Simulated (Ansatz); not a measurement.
Relaxation of the outer planes of the (111) surface of fcc Rh in its 1x1 cell, outermost plane spacing 2.21 Å in the ideal cut.

These are PBE (plane waves to 420 eV, PAW; Ansatz, a quantum-chemistry and plane-wave program) values and carry that method's errors.

Model: 5-atom slab, 8.8 Å thick at the start (thin: gaps and levels are the slab's own), 16x16x1 mesh, Fermi-Dirac 0.1 eV, dipole correction, all atoms relaxed; start symmetry kept, larger cells not searched; no spin, no spin-orbit, no U.

```json
[
 {"plane": "1", "atoms": "Rh", "bulk spacing to the next (Å)": "2.211", "relaxed spacing (Å)": "[?]", "change (%)": "[?]", "rumpling (Å)": "0.00"}
]
```

**Question.** Some entries are withheld; supply them.

**Answer.** 
- 1, relaxed spacing (Å): 2.169
- 1, change (%): -1.9
